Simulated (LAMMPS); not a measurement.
Pressure dependence of C (diamond structure) at 5200 K, from the melt.

Model: classical MD, pair style gw, file SiC.gw; code LAMMPS.

```
P (GPa)   state                  volume       coordination number  self-diffusion coefficient of C (not corrected for cell size)
-------  ------  ----------------------  ------------------------  -------------------------------------------------------------
0        liquid    11.49 ± 0.01 Å³/atom  4.01 (counted to 2.30 Å)                                      (4.9 ± 0.2) × 10^-4 cm²/s
2        liquid    10.70 ± 0.01 Å³/atom  4.28 (counted to 2.34 Å)                                      (5.0 ± 0.2) × 10^-4 cm²/s
5        liquid  10.049 ± 0.007 Å³/atom  4.32 (counted to 2.30 Å)                                      (5.0 ± 0.1) × 10^-4 cm²/s
```

Caution: the potential SiC.gw is made for SiC, not for the elements.

Caution: with SiC.gw the 0 K volume of this crystal is 28 % off the measured one.

Caution: at ambient pressure real C sublimes or decomposes before or as it melts, so this liquid is the model's.

Caution (rows 2; 5): a run this short can hold a crystal over, or a liquid under, the potential's own melting point, which these runs don't give.

Estimate the isothermal bulk modulus at zero pressure. A parabola P(ln V) through the three points gives −dP/d ln V = 18 GPa at zero pressure.

States go by the mean squared displacement: a species diffuses where it passes 1.5 Å², still rises and gives D over 1e-6 cm²/s; a crystal has left its structure where atoms lie 0.35 Å off their sites on average or a cubic box changes its shape by 3 %, or the axial ratios of another lie 8 % off the starting cell's, which the potential's own relaxation can also do.

Errors of D are the spread over four groups of atoms in one short run; a floor of about 5 %, a picked value, is safer.

The ± values are statistical; the model's systematic error is not in them.
